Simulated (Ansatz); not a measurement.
# WC with two functionals, biaxial strain −1.94 %, plane normal [001], relaxed out of plane

Base system: WC (space group P-6m2, No. 187; a = 2.922 Å, c = 2.846 Å; relaxed with 0.1 eV smearing). Axes: x lies along a and z along c of the hexagonal cell.

(Cell as relaxed with PBE.)

Levels (all Ansatz, a first-principles code, PAW): PBE (420 eV, without spin-orbit coupling); r2SCAN (500 eV, no spin-orbit coupling).

Each level relaxes its own structure.

```tsv
base	PBE	r2SCAN
volume per atom	10.53 Å³	10.42 Å³
lattice parameter a	292.2 pm	291.3 pm
band gap	zero	zero
```

One thing is altered: biaxial strain −1.94 %, plane normal [001], relaxed out of plane (Cartesian); in-plane vectors clamped, the third vector and the atoms free.

```tsv
quantity	PBE	r2SCAN
mean in-plane stress (compression positive)	+18.3 GPa	___
band gap	zero	___
volume per atom	10.20 Å³	___
```

Q: Predict the r2SCAN column.

A: 
- mean in-plane stress (compression positive), r2SCAN: +19.3 GPa
- band gap, r2SCAN: zero
- volume per atom, r2SCAN: 10.09 Å³

PBE's in-plane stress lies 1.06 GPa below r2SCAN's; PBE's volume per atom lies 0.11 Å³ above r2SCAN's (1.1 %); the two agree on the band gap. Neither level is exact; r2SCAN is the comparison here, not a measurement.

No phonon test of stability was made. All final runs are without spin polarisation.
